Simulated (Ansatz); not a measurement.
**Hypothetical zinc blende CsBr, pressure series**

The reference is CsBr in the zinc blende structure (space group F-43m, No. 216; a hypothetical phase, not in the database extracts checked).

```cif
data_BrCs
_chemical_formula_sum 'Br1 Cs1'
_space_group_name_H-M_alt 'P 1'
_space_group_IT_number 1
_cell_length_a 5.79332
_cell_length_b 5.79332
_cell_length_c 5.79332
_cell_angle_alpha 60.000
_cell_angle_beta 60.000
_cell_angle_gamma 60.000
loop_
_space_group_symop_operation_xyz
  'x, y, z'
loop_
_atom_site_label
_atom_site_type_symbol
_atom_site_fract_x
_atom_site_fract_y
_atom_site_fract_z
_atom_site_occupancy
Br1 Br 0.75000 0.75000 0.75000 1
Cs1 Cs 0.00000 0.00000 0.00000 1
```

Cell and atoms are relaxed at each pressure.

Method: DFT with PBE, PAW potentials and a 420 eV plane-wave cutoff in Ansatz (a quantum-chemistry and plane-wave program), no SOC.

For the base:

The smallest direct gap comes out as 4.15 eV.

Q: The aim is a smallest direct gap between 3.46 eV and 3.75 eV. Which of these changes reaches it?
A. pressure 60 GPa
B. pressure −1 GPa
C. pressure 45 GPa
D. pressure 18 GPa

A: B, pressure −1 GPa. It gives 3.63 eV; pressure 18 GPa gives 5.25 eV; pressure 60 GPa gives 4.06 eV; pressure 45 GPa gives 4.43 eV. Changes not listed may reach it too

Load acts through the strain it causes; cell and atoms are relaxed under it. No phonon test of stability was made. No other phases were tried under pressure.
